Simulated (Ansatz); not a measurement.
The parent structure is MoS$_{2}$ in the 2H-MoS2 type structure (space group P6_3/mmc, No. 194; layered, stacked along the Cartesian z axis).

```cif
data_Mo2S4
_chemical_formula_sum 'Mo2 S4'
_space_group_name_H-M_alt 'P63/mmc'
_space_group_IT_number 194
_space_group_name_Hall '-P 6c 2c'
_cell_length_a 3.17320
_cell_length_b 3.17320
_cell_length_c 12.43700
_cell_angle_alpha 90.000
_cell_angle_beta 90.000
_cell_angle_gamma 120.000
loop_
_atom_site_label
_atom_site_type_symbol
_atom_site_symmetry_multiplicity
_atom_site_Wyckoff_symbol
_atom_site_fract_x
_atom_site_fract_y
_atom_site_fract_z
_atom_site_occupancy
Mo1 Mo 2 c 0.33333 0.66667 0.25000 1
S1 S 4 f 0.66667 0.33333 0.12490 1
```

Level of theory: r2SCAN+rVV10 (Ansatz, a quantum-chemistry and plane-wave program; PAW; 500 eV plane waves; without spin-orbit coupling), earlier PAW set.

Base values:

| Property | Value |
|---|---|
| Density | 4.90 g/cm³ |
| Shortest interatomic distance | 2.404 Å |

Modification: a hydrostatic pressure of 60 GPa.

Question: Estimate the effect on the density.

Answer: The density goes up by 2.20 g/cm³ (4.90 g/cm³ → 7.10 g/cm³).

Question: How does this affect the shortest interatomic distance?

Answer: The shortest interatomic distance drops by 0.1112 Å to 2.292 Å.

The mesh was chosen for an insulator and is coarse for the gapless case. Load acts through the strain it causes; cell and atoms are relaxed under it. No phonon test of stability was made. Competing high-pressure phases were not computed. All final runs are without spin polarisation.
